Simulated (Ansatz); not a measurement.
Fluorite CoSi2 was calculated with PBE (Ansatz, an electronic-structure program, PAW).

Run with plane-wave cutoff 500 eV, 12×12×12 k mesh, Fermi–Dirac smearing 0.05 eV, no spin polarisation, scalar-relativistic PAW data made under PBE.

Computed at the level's own relaxed cell.

**Question.** Give the computed equilibrium volume per atom and lattice parameter a.

**Answer.** 
- equilibrium volume per atom: 12.83 Å³/atom
- lattice parameter a: 5.360 Å

Measured, for comparison: equilibrium volume per atom 12.87 Å³/atom, lattice constant a 5.365 Å (room temperature, no zero-point or thermal correction; as tabulated in Hegde and Bowen (2014), arXiv:1405.1317). Computed (rounded) less measured: equilibrium volume per atom -0.3 %, lattice constant a -0.1 %. A static lattice is as a rule a little smaller and stiffer than an uncorrected measurement, which narrows the difference in the equilibrium volume per atom and would widen misses of the other sign.

Computed values are for the static lattice.
